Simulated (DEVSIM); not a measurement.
System: Si p+/n-/n+ power diode, at 300 K.

Layer 1 from the left is Si, thickness (μm) 1.10, Na (cm⁻³) 1.2e18, τn (s) 1.5e-7, τp (s) 1.5e-7. Layer 2 from the left is Si, thickness (μm) 4.40, Nd (cm⁻³) 1.3e16, τn (s) 1.5e-7, τp (s) 1.5e-7. Layer 3 from the left is Si, thickness (μm) 3.20, Nd (cm⁻³) 1.9e17, τn (s) 1.5e-7, τp (s) 1.5e-7.

Left contact: ohmic. Right contact: ohmic. Voltage is applied to the left contact. Recombination: SRH at mid-gap. Mobility is μmin + (μ − μmin)/(1 + (N/Nref)^α).

Constants are typed, rounded textbook-type inputs, not results; the design itself was drawn at random and stands for no fabricated device. Values at 300 K.

Si: gap (eV) 1.124, affinity (eV) 4.05, permittivity 11.7, Nc (cm⁻³) 2.86e19, Nv (cm⁻³) 3.1e19, μn (cm²/Vs) 1417, μp (cm²/Vs) 470, μn,min 52, μp,min 45, Nref,n 9.7e16, Nref,p 2.2e17, αn 0.68, αp 0.72.

DEVSIM, 1D drift-diffusion, Boltzmann statistics, complete ionisation; no tunnelling, impact ionisation, image-force lowering or self-heating.

What does the simulation give for the potential step across the device at zero bias, the dark forward voltage at 100 A/cm²?

potential step across the device at zero bias 0.910 V; dark forward voltage at 100 A/cm² 0.807 V.
